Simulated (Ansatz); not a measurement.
The starting structures come from a database of crystals and need not be the phases stable at ambient conditions.

**Evanescent states of CaP (P-62m, not sure to be the ambient phase, 12 atoms a cell, 24.2 Å³ an atom) along the normal of (001)**

These are r2SCAN (plane waves, PAW; Ansatz, an electronic-structure program) values and carry that method's errors.

The gap is the functional's own. No spin-orbit coupling. Mid-gap values are interpolated on the energy grid.

Energies count from the valence-band top; κ is the least over a 6×6 mesh across the current.

| E (eV) | κ (1/Å) | where |
|---|---|---|
| 0.03 | 0.048 | Γ |
| 0.07 | 0.082 | Γ |
| 0.12 | 0.104 | Γ |
| 0.17 | ? | Γ |
| 0.23 | ? | Γ |
| 0.28 | ? | Γ |
| 0.33 | ? | Γ |
| 0.38 | ? | Γ |
| 0.42 | ? | Γ |
| 0.47 | ? | Γ |
| 0.53 | 0.055 | Γ |
| 0.57 | 0.040 | Γ |
| 0.62 | 0.009 | Γ |

Question: Some entries are withheld; supply them.

Answer: 
- 0.17, κ (1/Å): 0.108
- 0.23, κ (1/Å): 0.103
- 0.28, κ (1/Å): 0.097
- 0.33, κ (1/Å): 0.091
- 0.38, κ (1/Å): 0.084
- 0.42, κ (1/Å): 0.076
- 0.47, κ (1/Å): 0.067
